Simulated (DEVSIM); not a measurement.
Device: Pd/Si3N4/p-Si capacitor, at 400 K.

```
layer (left to right)  material  thickness (nm)  Na (cm⁻³)
---------------------  --------  --------------  ---------
1                         Si3N4            5.20          -
2                            Si            4300     1.8e16
```

Metal gate on the left, work function 5.2 eV. Fixed charge at the semiconductor interface 0 cm⁻² (in units of +e); interface traps 8.7e11 cm⁻² eV⁻¹, uniform in energy, neutral level at 0.5 of the gap above the valence band.

Constants are typed, rounded textbook-type inputs, not results; the design itself was drawn at random and stands for no fabricated device. Values at 300 K; Nc and Nv go as T^1.5, mobilities as T to minus their exponent, the gap by Varshni's rule with the affinity fixed.

| parameter | Si3N4 | Si |
|---|---|---|
| gap (eV) | 5.1 | 1.124 |
| affinity (eV) | 2.1 | 4.05 |
| permittivity | 7.5 | 11.7 |
| Nc (cm⁻³) | - | 2.86e19 |
| Nv (cm⁻³) | - | 3.1e19 |
| Varshni α (eV/K) | - | 0.000473 |
| Varshni β (K) | - | 636 |

Model (solved in DEVSIM): 1D Poisson equation in equilibrium, Boltzmann statistics, complete ionisation; no quantum confinement or tunnelling. Metal contacts follow the ideal Schottky-Mott rule: no Fermi-level pinning, no interface dipoles.

Base results: capacitance of the dielectric stack (μF/cm²) 1.28; flat-band voltage (V) 0.30; threshold voltage (band bending 2φF) (V) 0.96; minimum of the low-frequency capacitance (μF/cm²) 0.175.

Q: What follows from this one change: gate work function 5.2 → 5.05 eV?

A: capacitance of the dielectric stack little changed (1.28 μF/cm²); flat-band voltage 0.30 → 0.15 V; threshold voltage (band bending 2φF) 0.96 → 0.81 V; minimum of the low-frequency capacitance little changed (0.175 μF/cm²).

Q: What follows from this one change: fixed charge 0 → 3e+12 cm^-2?

A: capacitance of the dielectric stack little changed (1.28 μF/cm²); flat-band voltage 0.30 → -0.08 V; threshold voltage (band bending 2φF) 0.96 → 0.58 V; minimum of the low-frequency capacitance little changed (0.176 μF/cm²).
